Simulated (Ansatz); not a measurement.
## Effect of uniaxial strain ε_zz = +1.50 % on CdTe

Start from CdTe in the zinc blende structure (space group F-43m, No. 216; a = 6.558 Å). Axes: x, y, z lie along the cube axes.

The change: uniaxial strain ε_zz = +1.50 %, all other strain components held at zero, atoms relaxed at fixed cell.

Calculations: Kohn–Sham DFT with the r2SCAN functional, run in Ansatz (a first-principles code) with PAW and 500 eV plane waves, no spin-orbit coupling. Settings: 9×9×9 k-points, 0.05 eV Fermi–Dirac smearing.

- Volume per atom = 35.78 Å³ (base 35.25 Å³)
- Space group = I-4m2 (No. 119) (base F-43m (No. 216))
- Shortest interatomic distance = 2.854 Å (base 2.840 Å)
- Energy relative to the base (free energy F) = +1.3 meV/atom
- Band gap = 1.10 eV (base 1.17 eV)
- Gap character = direct at Γ (base direct at Γ)
- Electron mass = 0.088 mₑ (at Γ) (base 0.090 mₑ (at Γ))
- Valence-band top at Γ (three highest levels, from the VBM) = 0.00, 0.00, -0.05 eV (base 0.00, 0.00, 0.00 eV)
- Valley order (the lowest conduction-band minima on the path, energy above the VBM, named in the base's zone) = Γ 1.10 eV; L along [111] 2.17 eV (base Γ 1.17 eV; L along ⟨111⟩ 2.20 eV)
- Stress (xx, yy, zz, yz, xz, xy; compression positive) = (-0.50, -0.50, -0.76, 0.00, 0.00, 0.00) GPa

Spin-orbit coupling, missing from the scalar runs, can matter with Te. Masses are band curvatures over ±0.01 Å⁻¹ around the edge. Stability against distortions was not tested. k-point labels follow each cell's own Brillouin zone.
